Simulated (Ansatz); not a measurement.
Model glasses of amorphous In2O3, 62 to 67 atoms (In24O36 before any change). Each row is one cell at a composition chosen by hand, melted whole on the CHGNet potential with the anions pushed apart under 1.9 Å, quenched within some picoseconds, far faster than a real film, and relaxed with PBE, scalar-relativistic without spin-orbit coupling (plane waves to 420 eV, PAW; Ansatz, a program for electronic structure). Each is the lower in DFT energy of 2 quenches. Cycles of charging and discharging were tried on some cells ahead of these points, and a cell that came back lower was taken. The column on the box says what of it was relaxed with the atoms; held means as the quench left it. Cells that kept moments or hold spare charge are left out.

Formal charges balance in every cell, with the guest at the charge named. Neighbours are the O atoms within a cut-off of 1.2 times the sum of covalent radii (1.1 times for W, Ta, Y); the radius is Shannon's ionic radius for that charge at the coordination found, taken on a straight line between listed coordinations where the table lacks it, averaged where a cell holds several guest atoms. The coordination is that of the cell taken. The cells ran without spin polarisation.

```csv
guest,change of the cell,box,cut-off (Å),O neighbours,ionic radius (Å),mean guest-O distance (Å)
Si4+,"+2 O, +1 Si",volume and shape,2.12,4,0.26,1.64
Ge4+,"+1 Ge, +2 O",shape,2.23,4,0.39,withheld
Ga3+,"+2 Ga, +3 O",volume and shape,2.26,"4, 5",0.51,1.91
W6+,"+3 O, +1 W",volume and shape,2.51,6,0.60,1.94
Ta5+,"+5 O, +2 Ta",shape,2.60,"6, 6",0.64,2.04
Mg2+,"+1 Mg, +1 O",shape,2.48,5,0.66,2.10
Y3+,"+3 O, +2 Y",volume and shape,2.82,"6, 7",0.93,2.34
Na1+,"+2 Na, +1 O",volume and shape,2.78,"5, 6",1.01,2.46
Sr2+,"+1 O, +1 Sr",volume and shape,3.13,6,1.18,2.63
```

Fit a straight line of the last column on the one before it through the 8 full rows, and predict the withheld value for Ge4+.

Means: x = 0.724, y = 2.132. Slope = Σ(Δx Δy) / Σ(Δx²) = 0.6731 / 0.6198 = 1.086; intercept = 2.132 − (1.086) × 0.724 = 1.346 Å; r.m.s. residual 0.026 Å. Prediction: 1.346 + (1.086) × 0.39 = 1.77 Å. The run gave 1.78 Å, a miss of 0.01 Å, within the residual.

What would hard spheres give for this line?

A slope of 1 and an intercept at the radius of O2−, 1.35 Å for two neighbours to 1.40 Å for six in Shannon's table; the fit has 1.086 and 1.346 Å.
